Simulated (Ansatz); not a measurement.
A15 Nb3Sn (cubic form, which distorts at low temperature) was calculated with RPBE (Ansatz, an electronic-structure program, plane waves, PAW).

Total energies, extrapolated to zero smearing (they compare only within this program, potentials and cutoff):

| system | energy (eV/atom) |
|---|---|
| A15 Nb3Sn (cubic form, which distorts at low temperature), relaxed | -4927.7389 |
| bcc Nb | -4559.1802 |
| white tin (β-Sn) | -6032.7211 |

Problem. Work out the formation enthalpy per atom.

Solution. ΔH_f ≈ ΔE = -4927.7389 − [3 × (-4559.1802) + 1 × (-6032.7211)]/4 = -0.173 eV/atom (0 K, no vibrations). The reference value is -0.158 ± 0.02 eV/atom (measured, 298 K, copied from a table, unchecked, not corrected to a static lattice; as tabulated in Wang et al. (2021), doi:10.1038/s41598-021-94550-5), a difference of -0.015 eV/atom.

Spin–orbit coupling is left out; its size isn't shown.

The PAW data were made under PBE.

Note: symmetry holds this phase in the static calculation, where it need not be a minimum.
